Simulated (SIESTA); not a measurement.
Band structure of BeSe (F-43m, 2 atoms in the cell).

```
CELL_PARAMETERS angstrom
      0.00000     2.59870     2.59870
      2.59870     0.00000     2.59870
      2.59870     2.59870     0.00000
ATOMIC_POSITIONS crystal
  Be 0.00000 0.00000 0.00000
  Se 0.25000 0.25000 0.25000
```

Method: GGA PBE, numerical atomic orbitals DZP, PseudoDojo PBE standard norm-conserving potentials (rewritten from UPF to PSML) (SIESTA).

Settings: XC.functional = GGA; XC.authors = PBE; potentials = PseudoDojo PBE standard; PAO.BasisSize = DZP; PAO.EnergyShift = 0.005 Ry; MeshCutoff = 350 Ry; kgrid.MonkhorstPack = 11 11 11; OccupationFunction = FD; ElectronicTemperature = 10 K; PAO.Polarization.NonPerturbative = true; MaxSCFIterations = 150; SCF.Mixer.Method = Broyden; SCF.Mixer.Weight = 0.2; SCF.Mixer.History = 8.

The starting cell comes from a database of computed structures (which also holds hypothetical and non-ambient phases and stackings), without a prior relaxation at this level. Its lattice was rescaled by a random factor within 2.5 % of one. Values carry the incompleteness of an atom-centred basis.

### Question
Predict the gap along the standard path and the places of the band edges.

### Answer
The gap along the path is 3.02 eV, from Γ to X; the smallest direct gap on it is 4.71 eV.

Levels in eV from the top of the valence band on the path, bands 7 to 11:
| point | 7 | 8 | 9 | 10 | 11 |
|---|---|---|---|---|---|
| Γ | -13.56 | 0.00 | 0.00 | 0.00 | 4.71 |
| X | -11.95 | -4.99 | -2.67 | -2.67 | 3.02 |
| W | -11.91 | -4.34 | -3.74 | -3.27 | 6.69 |
| K | -11.97 | -4.56 | -3.97 | -2.23 | 4.30 |
| L | -12.37 | -5.59 | -1.09 | -1.09 | 4.83 |
| U | -11.97 | -4.56 | -3.97 | -2.23 | 4.30 |

Higher empty bands are left out: an atom-centred basis made for the valence describes them poorly.
